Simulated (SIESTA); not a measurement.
# A short convergence ladder for MgS (R3m, 2 atoms in the cell)

```
CELL_PARAMETERS angstrom
      0.00000     2.84729     2.84729
      2.84729     0.00000     2.84729
      2.84729     2.84729     0.00000
ATOMIC_POSITIONS crystal
  Mg 0.00507 0.00507 0.00507
  S  0.75000 0.75000 0.75000
```

Base method: LDA PW92, numerical atomic orbitals DZP, PseudoDojo LDA standard norm-conserving potentials (rewritten from UPF to PSML) (SIESTA).

Base settings: XC.functional = LDA; XC.authors = PW92; potentials = PseudoDojo LDA standard; PAO.BasisSize = DZP; PAO.EnergyShift = 0.005 Ry; MeshCutoff = 350 Ry; kgrid.MonkhorstPack = 8 8 8; OccupationFunction = FD; ElectronicTemperature = 10 K; MaxSCFIterations = 150.

**The width of Fermi-Dirac smearing**

The mesh stays at the base's, so the ladder's end is converged at best in this setting alone.

Only quantities that move along the ladder and can be compared are tabulated.

```csv
ElectronicTemperature,free energy less the last step's (meV/atom),pressure (GPa),largest difference of a force vector from the last step's (eV/Å),gap on the mesh (eV)
11604.5 K,-165.72,0.99,0.017,3.170
5802.26 K,-5.42,-0.70,0.002,3.090
2320.9 K,0.00,-0.80,0.000,3.084
1160.45 K,0.00,-0.80,0.000,3.084
232.09 K,0.00,-0.80,0.000,3.084
```

Widest ElectronicTemperature that holds the gap on the mesh within 0.01 eV of the last step, with all finer ones: 5802.26 K; the step before is off by 0.086 eV.

Widest ElectronicTemperature that holds the pressure within 0.2 GPa of the last step, with all finer ones: 5802.26 K; the step before is off by 1.8 GPa.

Widest ElectronicTemperature that holds the free energy within 1 meV/atom of the last step, with all finer ones: 2320.9 K; the step before is off by 5.4 meV/atom.

On the base run: the starting cell comes from a database of computed structures (which also holds hypothetical and non-ambient phases and stackings), without a prior relaxation at this level. Its lattice was rescaled by up to half a per cent. One atom was moved a little off its site on purpose. Values carry the incompleteness of an atom-centred basis.
